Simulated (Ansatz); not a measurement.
Base system: SiC (space group P6_3mc, No. 186; a = 3.078 Å, c = 10.076 Å).

All numbers come from PBEsol in Ansatz (plane waves to 420 eV, PAW, no spin-orbit coupling).

For the base:

```
Quantity     Value
---------  -------
c/a ratio    3.274
Band gap   2.12 eV
```

Now apply this change: a hydrostatic pressure of 30 GPa.

Question: What happens to the c/a ratio?

Answer: The c/a ratio falls by 0.0021 (3.274 → 3.271).

Question: How does this affect the band gap?

Answer: The band gap increases by 0.017 eV (2.12 eV → 2.13 eV).

Load acts through the strain it causes; cell and atoms are relaxed under it. No phonon test of stability was made. No other phases were tried under pressure.

Ansatz is an electronic-structure program.
